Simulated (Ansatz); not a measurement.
# GaN, pressure series

Base system: GaN in the wurtzite structure (space group P6_3mc, No. 186; a = 3.219 Å, c = 5.244 Å).

Cell and atoms are relaxed at each pressure.

Method: PBE (Ansatz, a quantum-chemistry and plane-wave program, PAW, scalar-relativistic without spin-orbit coupling), earlier PAW set.

Before the change:

- Band gap = 1.71 eV

Question: The aim is a band gap between 1.94 eV and 2.10 eV. Which of these changes reaches it?
A. pressure 30 GPa
B. pressure −1 GPa
C. pressure 45 GPa
D. pressure 9 GPa
E. pressure 18 GPa

Answer: D, pressure 9 GPa. It gives 2.02 eV; pressure −1 GPa gives 1.67 eV; pressure 18 GPa gives 2.28 eV; pressure 30 GPa gives 2.58 eV; pressure 45 GPa gives 2.88 eV. Changes not listed may reach it too

Load acts through the strain it causes; cell and atoms are relaxed under it. Stability against distortions was not tested. Tetrahedral semiconductors of this kind turn to denser phases somewhere between about 1 and 50 GPa; those were not computed, so compressed cells here can lie past the real transition.
